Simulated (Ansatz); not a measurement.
A user runs Ansatz (a first-principles code) on Ni (I4_1/amd, 2 atoms in the cell) and asks whether the run is sound. The aim is a self-consistent single point with DFT, PBE, plane waves, default PAW files.

Cell that was meant: a = 3.3184 Å, b = 3.3184 Å, c = 3.3184 Å, α = 97.44°, β = 97.44°, γ = 137.81°.

Part of the input:

Ansatz 0.2 input:
```yaml
scf:
  occupations:
    method: methfessel_paxton
    width: 1.0
output:
  forces: true
  eigenvalues: true
```

The program printed (abridged):

```
WARN basis.ecutwfc = 420 eV, the default
WARN ansatz: RAYON_NUM_THREADS=1 ignored (pool sized by the plan → 1); use --threads N
   [... lines left out ...]
Magnetic group: BNS 141.551 (UNI 1211), of the structure as read, at distance tolerance 2.8e-5 Å
k-points: 102 of 1000
Initial density: superposition of atomic densities (chi_scale 0.1, normalization cell)
Starting moments: Σ|m| = 4 μB on 2 of 2 sites
Initial wavefunctions: pseudopotential atomic-orbital guess
Eigensolver: davidson
Functional: x = pbe(κ = 0.804, μ = 0.2195149727645171), c = pbe(β = 0.06672455060314922)
iter 1 solved again at ethr=1.77e-3 eV; its pass at ethr=3.10e-3 eV (dr2=6.37e-1 eV) is discarded
SCF iter   1: F=—  HF=-11677.794428 eV  |F-HF|=—  |Δ(HF+E_count)|=         —  Δρ=1.97e-1 (↑1.97e-1 ↓1.36e-1)  dr2=6.37e-1  dr2_m=5.75e0  M=1.423 μB ∫|m|=1.468 μB  β_m=0.30  ethr=1.77e-3  ⟨swp⟩=1.0  Hψ=24390  notcnv=0
Mixer restart at iter 1: flushing history
all-band conjugate gradients solve this SCF's bands
preconditioner: auto → none
   [... lines left out ...]
SCF iter  14: F=—  HF=-11678.496021 eV  |F-HF|=—  |Δ(HF+E_count)|=   1.24e-5  S|Δr|=    0.00e0  Δρ=4.11e-5 (↑4.11e-5 ↓4.08e-5)  dr2=8.49e-7  dr2_m=5.63e-12  M=0.000 μB ∫|m|=0.000 μB  β_m=0.65  ethr=4.48e-10  ⟨swp⟩=3.0  Hψ=11048  notcnv=0  defer=64
SCF iter  15: F=-11678.496021 eV  HF=-11678.496021 eV  |F-HF|=2.75e-9  |Δ(HF+E_count)|=   1.74e-7  S|Δr|=    0.00e0  Δρ=2.44e-6 (↑2.44e-6 ↓2.15e-6)  dr2=2.72e-9  dr2_m=5.38e-12  M=0.000 μB ∫|m|=0.000 μB  ethr=2.78e-10  ⟨swp⟩=6.7  Hψ=22626  notcnv=0
SCF 1 converged in 15 iterations: F = -11678.496021 eV  dr2 = 2.72e-9
Crystal: 2 atoms, lattice volume = 22.897 Å³
Initial density: read from a saved state, or passed on in memory by an earlier SCF of this step, an earlier step, the calling program or the single point that …
Starting moments: Σ|m| = 4 μB on 2 of 2 sites; this step starts from the density that it was given
Initial wavefunctions: those read from a saved state, or passed on in memory by an earlier step or the calling program
iter 1 solved again at ethr=5.38e-6 eV; its pass at ethr=3.10e-3 eV (dr2=1.94e-3 eV) is discarded
   [... lines left out ...]
preconditioner: auto → none
Crystal: 2 atoms, lattice volume = 22.897 Å³
preconditioner: auto → none
Crystal: 2 atoms, lattice volume = 22.897 Å³
preconditioner: auto → none
iter 10 did not close the SCF: its close was put off for a magnetic moment that had not settled (scf_convergence_deferred on its scf_iter line)
Crystal: 2 atoms, lattice volume = 22.897 Å³
preconditioner: auto → none
Absolute magnetization: 0.7529 μB (∫|ρ↑−ρ↓|, with the PAW one-centre terms)
Free energy (F): -11678.497098 eV
   [... lines left out ...]
  atom   2  Ni     0.00000000    -0.00000000     0.00000000
--- Stress (GPa, compression-positive) ---
        8.162122       0.000000      -0.000000
        0.000000       8.162122      -0.000000
        0.000000       0.000000       6.465375
  P = ⅓ Tr σ = 7.5965 GPa (75.965 kbar)
  The stress holds the Pulay correction. Without it, at fixed plane waves, as pw.x and ABINIT print it: P = 7.5258 GPa
```

### Question
Can these results be used? Check the input.

### Answer
The run is not sound. The fault is a smearing width that is far too large. A width of many tenths of an electronvolt moves electrons far across the Fermi level or the gap, and the free energy and its derivatives carry a large smearing term. To fix it, use a width small against the gap or band features. The run converged, with 40 iterations in all over 5 SCF loops without an error; against the sound input the free energy falls by 6.3 meV/atom, the pressure goes from 8.54 to 7.60 GPa and the size of the net moment goes from 0.65 to 0.35 μB/atom. The full log also holds (shortened here): “iter 10 did not close the SCF: its close was put off for a magnetic moment that had not settled (scf_convergence_deferred on its scf_iter line)”.

An input that runs soundly differs in these lines (not the only fix; some lines may just follow from the change or write a value another way):
```diff
-    width: 1.0
+    width: 0.2
```

With that input, the run converged in 15 iterations: free energy E − TS (on the zero of these files) -11678.4844 eV; Fermi level (on the code's own zero) 17.05 eV; pressure 8.54 GPa; size of the cell's spin moment 1.29 μB (DFT, PBE, plane waves, default PAW files).

On the sound input: the starting cell was generated: these elements placed on a structure prototype, without a prior relaxation; it need not be a known phase or ordering of this composition. The magnetic order is the one reached from the typed start; others were not searched systematically. With a pressure of about 9 GPa the cell is away from its equilibrium volume at this level. Ansatz's pressure includes its estimate of the finite-basis (Pulay) stress.
